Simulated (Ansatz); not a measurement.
**Hypothetical R-3m LuCuSe2: response to strain**

Take LuCuSe$_{2}$ (space group R-3m, No. 166; a = 3.967 Å, c = 18.389 Å (hexagonal axes); a hypothetical phase, not in the database extracts checked) as the base.

Strains are applied to the cell and any free atomic positions relax.

Calculations: plane-wave PAW DFT at the r2SCAN level (Ansatz, a quantum-chemistry and plane-wave program, 500 eV), no spin-orbit coupling.

```tsv
isotropic strain (%)	band gap (eV)
-0.88	1.20
0	1.28
0.77	1.35
0.96	1.36
1.06	?
3.08	1.54
```

**Question.** Fit E_g = E₀ + Dε (ε in %) to the rows shown and predict the withheld row.

**Answer.** Least squares on the printed values gives E₀ = 1.28 eV, D = 85.5 meV per % of strain (largest residual 0.01 eV); this predicts 1.37 eV, and the run gives 1.37 eV, in agreement.

Whether these cells are dynamically stable was not tested. All final runs are without spin polarisation.
